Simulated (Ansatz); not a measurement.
Base system: CsSnI₃ in the cubic perovskite structure (space group Pm-3m, No. 221; a = 6.131 Å).

Computed with Kohn–Sham DFT with the PBEsol functional, run in Ansatz (a quantum-chemistry and plane-wave program) with PAW and 420 eV plane waves, no spin-orbit coupling.

Strains are applied to the cell and any free atomic positions relax.

One change was made to it. Results:

```tsv
quantity	base	after
energy relative to the base (free energy F)	0 meV/atom	+15 meV/atom
band gap	0.10 eV	zero
pressure	0.0 GPa	1.6 GPa
```

Which of these changes matches the shifts?
A) isotropic strain −0.60 %
B) isotropic strain −1.80 %
C) isotropic strain −2.40 %
D) isotropic strain −3.00 %

C, isotropic strain −2.40 %. For comparison, the energy relative to the base in the other runs: isotropic strain −1.80 % gives +8.1 meV/atom; isotropic strain −0.60 % gives +0.9 meV/atom; isotropic strain −3.00 % gives +24 meV/atom.

With I present, leaving out spin-orbit coupling can change the band edges. No phonon test of stability was made. All final runs are without spin polarisation. Many cubic perovskites are stable only at high temperature; tilts and polar distortions were not tested. Gaps under 0.05 eV, about the width of the smearing, are given as zero. The zero or small gap of CsSnI3 can change with the level of theory.
